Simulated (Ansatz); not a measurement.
The starting structures come from a database of crystals and need not be the phases stable at ambient conditions.

The decay constant κ of evanescent states in the gap governs leakage through a thin film.

Consider the following.

```yaml
crystal:
  lattice:
    - [5.72680, 0.00000, 0.00000]
    - [0.00000, 8.97855, 0.00000]
    - [0.00000, 4.48927, 2.59188]
  atoms:
    - { symbol: Mg, position: [0.00000, 0.00000, 0.00000] }
    - { symbol: Al, position: [0.30586, 0.66667, 0.00000] }
    - { symbol: Al, position: [0.69414, 0.33333, 0.00000] }
    - { symbol: H, position: [0.80166, 0.16658, 0.00000] }
    - { symbol: H, position: [0.19834, 0.83342, 0.00000] }
    - { symbol: H, position: [0.80166, 0.16658, 0.50027] }
    - { symbol: H, position: [0.19834, 0.83342, 0.49973] }
    - { symbol: H, position: [0.80166, 0.66685, 0.49973] }
    - { symbol: H, position: [0.19834, 0.33315, 0.50027] }
    - { symbol: H, position: [0.58612, 0.66667, 0.00000] }
    - { symbol: H, position: [0.41388, 0.33333, 0.00000] }
```

Space group of this cell: P-3m1. The cell was relaxed by PBE-D3(BJ); by PBEsol its mean pressure is 0.6 GPa.

Transport runs along the normal of the first two printed cell vectors, the (110) plane of the conventional cell.

The gap is the functional's own, uncorrected, and κ follows it; spin-orbit coupling is left out. Mid-gap values are interpolated between the computed energies.

Problem. Estimate the band gap and the smallest decay constant κ at mid-gap that PBEsol (Ansatz, a program for electronic structure) returns for this system.

Solution. Gap 4.29 eV on a 6×12×12 mesh; κ = 0.348 1/Å, at (0.333, 0.000) of the in-plane reciprocal vectors. At the zone centre, at the nearest computed energy, the slowest state has κ = 0.36 1/Å.
